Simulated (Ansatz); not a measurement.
Here is the system:

```
CELL_PARAMETERS angstrom
      0.02207     2.08979     2.15492
      2.16455    -0.02997     2.20697
      2.15720     2.13448    -0.02261
ATOMIC_POSITIONS crystal
  C  0.00000 0.00000 0.00000
  Ti 0.50000 0.50000 0.50000
```

No spin polarisation.

Level of theory: r2SCAN in Ansatz (plane waves to 500 eV, PAW, scalar-relativistic without spin-orbit coupling). Γ-centred 23×23×23 mesh, Fermi–Dirac width 0.1 eV.

Predict the stress, space group and band gap.

The stress (xx, yy, zz, yz, xz, xy; compression positive) is (4.2, 9.1, -3.4, 6.5, -2.5, -1.2) GPa. The space group comes out as P-1 (No. 2) and the band gap comes out as zero.

The cells carry an imposed strain or load. Stability against distortions was not tested. All final runs are without spin polarisation. The cell was made from TiC in the rock salt structure (space group Fm-3m, No. 225) by this change: strain tensor (xx, yy, zz, yz, xz, xy) = (−0.65, −1.70, +1.31, −1.73, +0.68, +0.34) %.

Ansatz is a program for electronic structure.
